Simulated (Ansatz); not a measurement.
Defect migration in bcc Mo: Al-vacancy pair (Al on one host Mo site, one Mo site vacant), neutral cell. The step: direct exchange of Al with the vacancy (Al-vacancy distance between ideal sites 2.74 Å throughout); the atom moves 2.46 Å along (0.45, 0.45, 0.45) of the unit cell; the moving atom starts with neighbours 2 Mo at 2.74, Mo at 2.75, 2 Mo at 2.79, Mo at 2.80, Mo at 2.89, 2 Mo at 3.04, Mo at 3.07, 2 Mo at 3.21, Mo at 3.25 Å and ends with 2 Mo at 2.74, Mo at 2.75, 2 Mo at 2.79, Mo at 2.80, Mo at 2.89, 2 Mo at 3.04, Mo at 3.07, 2 Mo at 3.21, Mo at 3.25 Å. DFT values are from Ansatz (plane-wave PAW, 420 eV unless said) in a cell of 36 host sites, spin-restricted, static, with no finite-size correction. Forms of the defect that were not tried may lie lower. For the PBE band: the saddle point's order was not checked, and it lies on a symmetry element of the cell, where a band can be held.

```
Level                                                                           Forward barrier (eV)  Cost of the band or of the saddle's single point
------------------------------------------------------------------------------  --------------------  ------------------------------------------------
CHGNet universal potential (has no charge state), its own band                                  0.47                                                 -
PBE, a 2×2×3 k-point mesh shifted by half a step, band relaxed                                  0.60            about 50 core-minutes (a rough figure)
PBE, a 3×3×5 k-point mesh shifted by half a step, same geometries                               0.59             about 7 core-minutes (a rough figure)
r2SCAN at 500 eV, a 2×2×3 k-point mesh shifted by half a step, same geometries                   ___                            roughly 5 core-minutes
```

**Question.** Fill in the missing entries.

**Answer.** 
- r2SCAN at 500 eV, a 2×2×3 k-point mesh shifted by half a step, same geometries, Forward barrier (eV): 0.74

Ansatz is a quantum-chemistry and plane-wave program.
